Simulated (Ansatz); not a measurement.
HfGe (model structure, started from the TiAs type, P6₃/mmc, No. 194, 8 atoms in the cell): volume per atom by level of theory

No measured value is used here.

Q: Put these levels in order of the volume per atom that they give for HfGe (model structure, started from the TiAs type, P6₃/mmc, No. 194, 8 atoms in the cell), smallest first: PBE (Ansatz, a quantum-chemistry and plane-wave program), PBE-D3(BJ) (Ansatz), PBEsol (Ansatz).

A: PBEsol (19.71 Å³/atom), PBE-D3(BJ) (19.89 Å³/atom), PBE (20.50 Å³/atom)

Density-functional levels without +SOC have no spin–orbit coupling. Ansatz's density-functional and Hartree–Fock values are scalar-relativistic unless marked +SOC, with PAW data made under PBE.

A model structure was made by putting elements into a prototype or built by hand; it is no filed structure, need not be a known phase, and can be a saddle point held by its symmetry.
